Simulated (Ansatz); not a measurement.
Consider La vacancy in hexagonal La2O3, charge state -3. Method: PBE, PAW (plane waves to 420 eV; Ansatz, a quantum-chemistry and plane-wave program).

Cell of 90 host sites held at the relaxed PBE lattice; the Γ point alone; Fermi-Dirac width 0.01 eV, spin-restricted; finite-size errors left in. Static, classical nuclei. Spin-orbit coupling is left out. The charge state is imposed; whether it is stable for some Fermi level was not computed. Forms of the defect that were not tried may lie lower.

Barriers: single points on a 2×2×2 k-point mesh shifted by half a step along c at the bands' geometries.

The step: a nearby La atom hops onto the vacant site; the atom moves 3.71 Å along (0.65, 0.32, 0.48) of the unit cell; the moving atom starts with neighbours O at 2.34, 2 O at 2.38, O at 2.56, O at 2.72, 2 O at 2.77 Å and ends with O at 2.34, 2 O at 2.38, O at 2.55, O at 2.73, 2 O at 2.77 Å.

Task: What migration barrier of this step does PBE, PAW give?

Result: 1.61 eV, the same both ways. At the saddle the moving atom has neighbours 2 O at 2.29, 2 O at 2.37 Å. The saddle point's order was not checked, and it lies on a symmetry element of the cell, where a band can be held.
